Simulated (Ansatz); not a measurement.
Effect of pressure 4.2 GPa on SiC

Base system: SiC in the wurtzite structure (space group P6_3mc, No. 186; a = 3.076 Å, c = 5.048 Å).

It is then changed as follows: a hydrostatic pressure of 4.2 GPa.

All numbers come from PBEsol (Ansatz, a program for electronic structure, PAW, no spin-orbit coupling). Settings: 12×12×7 k-points, 0.05 eV Fermi–Dirac smearing.

| quantity | base | changed | shift |
|---|---|---|---|
| volume per atom | 10.34 Å³ | 10.15 Å³ | -0.19 Å³ |
| density | 3.22 g/cm³ | 3.28 g/cm³ | +0.06 g/cm³ |
| lattice parameter a | 3.076 Å | 3.057 Å | -0.0185 Å |
| c/a ratio | 1.641 | 1.641 | 0.000 |
| shortest interatomic distance | 1.883 Å | 1.872 Å | -0.011 Å |
| enthalpy H = E + PV relative to the base's energy | – | +0.27 eV/atom | – |
| band gap | 2.12 eV | 2.09 eV | -0.03 eV |
| gap character | indirect, Γ → K | indirect, Γ → K | – |
| smallest direct gap | 3.86 eV | 3.89 eV | +0.03 eV |
| mean gap deformation potential ΔEg/Δln V | – | +1.8 eV | – |
| width of the top valence band | 3.93 eV | 3.98 eV | +0.05 eV |
| electron mass | 0.26 mₑ along c, 0.43 mₑ across (at K) | 0.26 mₑ along c, 0.42 mₑ across (at K) | – |
| valence-band top at Γ (three highest levels, from the VBM) | 0.00, 0.00, -0.11 eV | 0.00, 0.00, -0.11 eV | – |

Load acts through the strain it causes; cell and atoms are relaxed under it. Masses are band curvatures over ±0.01 Å⁻¹ around the edge. Stability against distortions was not tested.
